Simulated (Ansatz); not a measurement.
The starting structures come from a database of crystals and need not be the phases stable at ambient conditions.

**Evanescent states of BaCuSF (P4/nmm, not sure to be the ambient phase, 8 atoms a cell, 19.4 Å³ an atom, -2 GPa at this level) along the normal of (111)**

Method: r2SCAN (plane waves, PAW; Ansatz, a quantum-chemistry and plane-wave program).

The gap is the functional's own, uncorrected, and κ follows it; spin-orbit coupling is left out. Mid-gap values are interpolated between the computed energies.

Energies count from the valence-band top; κ is the least over a 6×4 mesh across the current.

```json
[
 {"E (eV)": "0.05", "κ (1/Å)": "0.096", "where": "Γ"},
 {"E (eV)": "0.15", "κ (1/Å)": "0.156", "where": "Γ"},
 {"E (eV)": "0.25", "κ (1/Å)": "0.188", "where": "Γ"},
 {"E (eV)": "0.35", "κ (1/Å)": "0.210", "where": "Γ"},
 {"E (eV)": "0.45", "κ (1/Å)": "0.224", "where": "Γ"},
 {"E (eV)": "0.55", "κ (1/Å)": "0.234", "where": "Γ"},
 {"E (eV)": "0.65", "κ (1/Å)": "0.241", "where": "Γ"},
 {"E (eV)": "0.75", "κ (1/Å)": "0.245", "where": "Γ"},
 {"E (eV)": "0.85", "κ (1/Å)": "0.246", "where": "Γ"},
 {"E (eV)": "0.95", "κ (1/Å)": "0.246", "where": "Γ"},
 {"E (eV)": "1.05", "κ (1/Å)": "0.244", "where": "Γ"},
 {"E (eV)": "1.15", "κ (1/Å)": "0.241", "where": "Γ"},
 {"E (eV)": "1.25", "κ (1/Å)": "0.235", "where": "Γ"},
 {"E (eV)": "1.35", "κ (1/Å)": "0.223", "where": "Γ"},
 {"E (eV)": "1.45", "κ (1/Å)": "0.201", "where": "Γ"},
 {"E (eV)": "1.55", "κ (1/Å)": "0.176", "where": "Γ"},
 {"E (eV)": "1.65", "κ (1/Å)": "0.147", "where": "Γ"},
 {"E (eV)": "1.75", "κ (1/Å)": "0.108", "where": "Γ"},
 {"E (eV)": "1.85", "κ (1/Å)": "0.041", "where": "Γ"}
]
```

Q: How thick must the barrier be to attenuate the transmission by 10^8 when the electrodes' Fermi level lies at 0.55 eV, and what attenuation does that film give at 0.95 eV?

A: d = 8 ln 10 / (2 × 0.234) = 39.4 Å. At 0.95 eV it gives 8 × 0.246/0.234 = 8.4 decades.
